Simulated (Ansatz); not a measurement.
A hypothetical phase is included: elements placed on a structure type, which no database files for this compound.

By PBEsol, the system below comes out a metal.

Without scattering a metal conducts by its projected Fermi surface.

Here is the system:

```
Au
1.0
    4.29513     0.00000     0.00000
   -2.14756     3.71969     0.00000
    2.14756     1.23990     3.50696
Au
2
Direct
  0.50000   0.25000   0.25000
  0.00000   0.50000   0.50000
```

The cell was relaxed by PBE-D3(BJ); by PBEsol it stands under a pressure of -1.6 GPa.

The current flows along the normal of the first two printed cell vectors, the (111) plane of the conventional cell. No spin-orbit coupling; the value is a mean over 0.1 eV about the Fermi level.

Give the ballistic conductance per area that PBEsol (Ansatz, a program for electronic structure) yields.

0.44 × 10¹⁵ S/m² for both spins.
